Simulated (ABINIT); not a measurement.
## σxx against uniaxial strain in diamond-structure Si (space group 227): C11 (ABINIT, PBEsol)

```
CELL_PARAMETERS angstrom
      0.00000     2.71563     2.71563
      2.67490     0.00000     2.71563
      2.67490     2.71563     0.00000
ATOMIC_POSITIONS crystal
  Si 0.50000 0.50000 0.50000
  Si 0.75000 0.75000 0.75000
```

Computed with PBEsol, norm-conserving pseudopotentials (PseudoDojo nc-sr-04 PBEsol standard) (plane waves; ABINIT). Settings: pseudos = [Si.upf]; ecut = 23 Ha; ixc = -116133; occopt = 3; tsmear = 0.00036749 Ha; ngkpt = 12 12 12; nshiftk = 1; shiftk = 0 0 0; potentials = PseudoDojo nc-sr-04 PBEsol standard; nband = 9; kptopt = 1; nstep = 100; toldfe = 1e-09 Ha. The cell above is the first row's. The rows stretch one cube axis (x) by the strain ε and hold the other two. Stress is positive in tension. In all rows fractional positions and the k mesh are held.

| ε (%) | σxx (GPa) |
|---|---|
| -1.5 | -2.37 |
| -1.0 | -1.57 |
| -0.5 | -0.78 |
| 0.0 | 0.00 |
| 0.5 | 0.78 |
| 1.0 | 1.55 |
| 1.5 | 2.32 |
| 2.0 | ? |

**Question.** Fit σxx against ε with a parabola, and predict the withheld value at ε = 2.0.

**Answer.** Least squares gives σxx = 0.002 + 1.5621·ε - 0.0119·ε². Residuals (row less fit): -0.002, 0.002, 0.002, -0.002, 0.000, -0.002, 0.002; standard error 0.002 (degrees of freedom: 4). The slope at ε = 0, 1.5621 GPa per cent, gives C11 ≈ 100 × 1.5621 = 156 GPa, for the static lattice. At the withheld row, σxx = 0.002 + 1.5621 × 2.0 - 0.0119 × 2.0² = 3.079 GPa. The calculation gives 3.07 GPa, 0.009 GPa below the prediction (0.2 % of the range of σxx in the table). The row lies outside the fitted rows, so this is an extrapolation.

Carrying the step between the two nearest rows on in a straight line would have given 3.09, off by 0.02; series whose last step already gives the withheld value aren't shown. The reference cell has the volume at which an earlier scan in this program and functional put its minimum by a fit. The runs keep the symmetry of the cell, so they don't test it for distortions. The unstrained cell stands at a pressure of 0.00 GPa, and the constants belong to that pressure. By symmetry this strain leaves no force on the atoms; the largest in the rows is 0.000 eV/Å. Cutoffs and mesh are single choices, not tested for convergence of this quantity. Series with a scatter that would blur these digits, or in which a gap closes, are not shown. Strain series were run only where this level's volume lies within 10 % of a first guess from the measured size.
